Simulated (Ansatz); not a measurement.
Consider NiSi2 (space group Fm-3m, No. 225; a = 5.386 Å; not spin-polarised; relaxed with 0.1 eV smearing).

All numbers come from r2SCAN (Ansatz, a quantum-chemistry and plane-wave program, PAW, no spin-orbit coupling).

For the base:

```
Quantity    Value
--------  -------
Pressure  0.0 GPa
Band gap     zero
```

Modification: the cell is scaled by 0.9538 in all directions; the atoms relax in the strained cell.

Problem. What does the calculation give for the pressure after the change?

Solution. The pressure goes from zero to 32.6 GPa.

Problem. Estimate the effect on the energy relative to the base.

Solution. The energy grows by 153 meV/atom.

Problem. Estimate the effect on the band gap.

Solution. The band gap is still zero.

Stability against distortions was not tested. Seeded moments were not kept for the base. All final runs are without spin polarisation.
